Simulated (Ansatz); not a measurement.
A self-consistent single point of PdS₂ (R3m, 3 atoms in the cell) with Ansatz (a quantum-chemistry and plane-wave program).

Method: PBE (plane waves, PAW; Ansatz).

```yaml
crystal:
  lattice:
    - [1.41417, 0.81647, 5.47547]
    - [-1.41417, 0.81647, 5.47547]
    - [0.00000, -1.63295, 5.47547]
  atoms:
    - { symbol: Pd, position: [0.00000, 0.00000, 0.00000] }
    - { symbol: S, position: [0.75230, 0.75230, 0.75230] }
    - { symbol: S, position: [0.58100, 0.58100, 0.58100] }
```

Reference input (self-consistent single point, DFT, PBE, plane waves, default PAW files): basis.ecutwfc = 420 eV; kpoints.mp_grid.grid = 13 13 13; hamiltonian.xc = pbe; hamiltonian.pseudopotentials = {kind: paw} (the program's default PAW files); scf.occupations.method = cold; scf.occupations.width = 0.2 eV. This run's input differs from it in these lines:

Ansatz 0.2 input:
```diff
@@ -12,3 +12,3 @@
 kpoints:
-  mp_grid: { grid: [13, 13, 13] }
+  mp_grid: { grid: [33, 33, 33] }
 hamiltonian:
```

Log, with long lists cut:

```
SCF iter   1: F=—  HF=-8771.909850 eV  |F-HF|=—  |Δ(HF+E_count)|=         —  Δρ=9.35e-3  dr2=1.87e-2  ethr=1.77e-3  ⟨swp⟩=5.1  Hψ=320905  notcnv=0
all-band conjugate gradients solve this SCF's bands
preconditioner: auto → Kerker (q_TF=auto, 2.624 Å⁻¹)
SCF iter   2: F=—  HF=-8771.904123 eV  |F-HF|=—  |Δ(HF+E_count)|=   5.73e-3  S|Δr|=    0.00e0  Δρ=4.71e-3  dr2=5.97e-3  ethr=6.23e-5  ⟨swp⟩=2.0  Hψ=120747  notcnv=0
   [... lines left out ...]
SCF iter   6: F=—  HF=-8771.903806 eV  |F-HF|=—  |Δ(HF+E_count)|=   1.80e-5  S|Δr|=    0.00e0  Δρ=4.36e-5  dr2=1.61e-6  ethr=3.74e-8  ⟨swp⟩=2.6  Hψ=96673  notcnv=0
SCF iter   7: F=—  HF=-8771.903806 eV  |F-HF|=—  |Δ(HF+E_count)|=   5.00e-8  S|Δr|=    0.00e0  Δρ=1.40e-5  dr2=1.45e-7  ethr=5.36e-9  ⟨swp⟩=2.2  Hψ=81831  notcnv=0
SCF iter   8: F=-8771.903806 eV  HF=-8771.903806 eV  |F-HF|=7.32e-9  |Δ(HF+E_count)|=   1.16e-8  S|Δr|=    0.00e0  Δρ=4.75e-6  dr2=1.40e-8  ethr=3.33e-10  ⟨swp⟩=5.8  Hψ=244814  notcnv=0
SCF 1 converged in 8 iterations: F = -8771.903806 eV  dr2 = 1.40e-8
Stability not checked (fill_not_monotonic)
Free energy (F): -8771.903806 eV
Internal energy: -8771.904318 eV  (E = F + TS)
E sigma→0 (E₀):  -8771.903977 eV
Entropy (-TS):   0.000512 eV (0.171 meV/atom)
Fermi energy:    17.525525 eV
--- Forces (eV/Å), atoms counted from 1 ---
  atom   1  Pd     0.00000000    -0.00000000     0.08816339
  atom   2  S     -0.00000000    -0.00000024     7.78318698
  atom   3  S      0.00000000     0.00000024    -7.87132153
--- Stress (GPa, compression-positive) ---
      103.961698       0.000000       0.000000
        0.000000     103.961698      -0.000000
       -0.000000      -0.000000     107.811531
  P = ⅓ Tr σ = 105.2450 GPa (1052.450 kbar)
  The stress holds the Pulay correction. Without it, at fixed plane waves, as pw.x and ABINIT print it: P = 105.1612 GPa
```

The run converged in 8 iterations. Against the reference run the free energy rises by 1.8 meV/atom, the pressure goes from 105.36 to 105.2 GPa and the largest force goes from 7.839 to 7.871 eV/Å.

The starting cell was generated: these elements placed on a structure prototype, without a prior relaxation; it need not be a known phase or ordering of this composition. Its lattice was rescaled by a random factor within 2.5 % of one. Spin polarisation is off. With a pressure of about 105 GPa the cell is away from its equilibrium volume at this level. Forces in this geometry exceed 1 eV/Å. Ansatz's pressure includes its estimate of the finite-basis (Pulay) stress.

Cost on one core of a shared machine: roughly 4 min.
